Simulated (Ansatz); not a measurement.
**Nb: pressure 75 GPa**

Start from Nb in the bcc (W type) structure (space group Im-3m, No. 229; a = 3.303 Å).

Modification: cell and atoms relaxed at a pressure of 75 GPa.

Computed with Ansatz (a quantum-chemistry and plane-wave program), r2SCAN, PAW, cutoff 500 eV, without spin-orbit coupling. Settings: 20×20×20 k-points, 0.05 eV Fermi–Dirac smearing.

| quantity | base | changed | shift |
|---|---|---|---|
| volume per atom | 18.01 Å³ | 13.77 Å³ | -4.24 Å³ |
| lattice parameter a | 3.303 Å | 3.020 Å | -0.283 Å |
| enthalpy H = E + PV relative to the base's energy | – | +7.26 eV/atom | – |
| band gap | zero | zero | – |

Final structure:

```
Nb
1.0
   -1.50998     1.50998     1.50998
    1.50998    -1.50998     1.50998
    1.50998     1.50998    -1.50998
Nb
1
Cartesian
  0.00000   0.00000   0.00000
```

Load acts through the strain it causes; cell and atoms are relaxed under it. Stability against distortions was not tested. No other phases were tried under pressure. All final runs are without spin polarisation.
